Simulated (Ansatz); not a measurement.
# BaH2 (Pnma, No. 62)

Computed with r²SCAN (Ansatz, an electronic-structure program, plane waves, PAW).

Settings: plane-wave cutoff 500 eV, 6×10×6 k mesh (along the axes of the cell as run), Fermi–Dirac smearing 0.05 eV, scalar-relativistic PAW data made under PBE.

Cell (relaxed at this level):

```cif
data_H8Ba4
_chemical_formula_sum 'Ba4 H8'
_space_group_name_H-M_alt 'Pnma'
_space_group_IT_number 62
_space_group_name_Hall '-P 2ac 2n'
_cell_length_a 6.80478
_cell_length_b 4.15225
_cell_length_c 7.85666
_cell_angle_alpha 90.000
_cell_angle_beta 90.000
_cell_angle_gamma 90.000
loop_
_space_group_symop_operation_xyz
  'x, y, z'
  '-x, -y, -z'
  '-x+1/2, -y, z+1/2'
  'x+1/2, y, -z+1/2'
  'x+1/2, -y+1/2, -z+1/2'
  '-x+1/2, y+1/2, z+1/2'
  '-x, y+1/2, -z'
  'x, -y+1/2, z'
loop_
_atom_site_label
_atom_site_type_symbol
_atom_site_symmetry_multiplicity
_atom_site_Wyckoff_symbol
_atom_site_fract_x
_atom_site_fract_y
_atom_site_fract_z
_atom_site_occupancy
Ba1 Ba 4 c 0.26088 0.25000 0.11329 1
H1 H 4 c 0.02832 0.25000 0.81953 1
H2 H 4 c 0.14563 0.25000 0.42909 1
```

- band gap: 3.37 eV (on the SCF k mesh)

Spin–orbit coupling is not included.

The computed numbers hold no vibrational or temperature effects.

It cost about 8 core-minutes (a rough figure) of CPU time.
